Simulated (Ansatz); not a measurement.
The starting structures come from a database of crystals and need not be the phases stable at ambient conditions.

Given:

```xyz
2
Lattice="2.9593 0.0000 0.0000 0.0000 2.9593 0.0000 1.4796 -1.4796 2.1352" Properties=species:S:1:pos:R:3 pbc="T T T"
Ga     0.0000     0.0000     0.0000
N      1.4796     1.4796     0.0000
```

Space group of this cell: I4/mmm. The cell is strained (lengths across the current scaled by 0.98, ions clamped); by r2SCAN its mean pressure is 0.8 GPa.

Transport runs along the normal of the first two printed cell vectors, the (001) (indices of the unstrained crystal) plane of the conventional cell.

The gap is the functional's own, uncorrected, and κ follows it; spin-orbit coupling is left out. Mid-gap values are interpolated between the computed energies.

Predict the band gap and the smallest decay constant κ at mid-gap from r2SCAN run with Ansatz (a first-principles code).

Gap 1.10 eV on a 14×14×14 mesh; κ = 0.159 1/Å, at (0.500, 0.500) of the in-plane reciprocal vectors. At the zone centre, at the nearest computed energy, the slowest state has κ = 0.19 1/Å.
